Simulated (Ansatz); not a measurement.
Pt (Fm-3m), LDA, DFPT electron-phonon coupling, linearised Boltzmann equation in Ansatz (a program for electronic structure): Condition of this run: functional LDA. phonon-limited resistivity 7.11 μΩ·cm at 300 K, 9.47 μΩ·cm at 400 K, current-weighted mean free path 6.4 nm, Drude plasma energy 9.20 eV.

Question: Estimate the resistivity of a 40 nm square wire with diffuse walls from ρ ≈ ρ₀(1 + 3ℓ/4d).

Answer: 1 + 0.75 × 6.4/40 = 1.12, so ρ ≈ 7.96 μΩ·cm and a line 1 μm long has 49.8 Ω. The formula is the free-electron limit for d well above ℓ; grain boundaries add to it.

Question: Estimate the electronic thermal conductivity at 300 K by the Wiedemann-Franz law (L₀ = 2.44×10⁻⁸ W·Ω/K²).

Answer: L₀T/ρ = 2.44×10⁻⁸ × 300/(7.11×10⁻⁸) = 103 W/(m·K). Inelastic scattering puts the true Lorenz number somewhat under L₀ near and below the Debye temperature.

Question: What temperature coefficient of resistance follows, and how does it compare with 1/T?

Answer: (ρ₄₀₀ − ρ₃₀₀)/(100 K × ρ₃₀₀) = 3.32×10⁻³ K⁻¹, against 1/T = 3.33×10⁻³ K⁻¹ for a resistivity proportional to T. Impurities would add a constant and lower it.

A metal at this level (no band gap). Only scattering by harmonic phonons is included (no impurities, grain boundaries, electron-electron scattering or thermal expansion). Spin-orbit coupling is left out, which matters with elements this heavy. Halving the electron mesh (36x36x36) moves the resistivity by up to 3 % at 300 K, the mean free path by up to 5 %. Smearing 0.20 eV; phonons on a 6x6x6 q mesh, which this run doesn't test.
